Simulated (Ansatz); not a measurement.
The starting structures come from a database of crystals and need not be the phases stable at ambient conditions.

Crystal: Cs(TeO3)2 (R-3m, not sure to be the ambient phase, 18 atoms a cell, 15.7 Å³ an atom); planes in its conventional cell.

These are r2SCAN (plane waves, PAW; Ansatz, a first-principles code) values and carry that method's errors.

No gap correction and no spin-orbit coupling; mid-gap values are interpolated between computed energies.

| plane | area of the cell (Å²) | mid-gap κ (1/Å) | largest κ in the gap (1/Å) |
|---|---|---|---|
| (001) | 46.2 | 0.08 | 0.08 |
| (101) | 47.2 | ? | ? |

### Question
The slowest decay depends on the direction. Supply the withheld values.

### Answer

- (101), mid-gap κ (1/Å): 0.16
- (101), largest κ in the gap (1/Å): 0.17
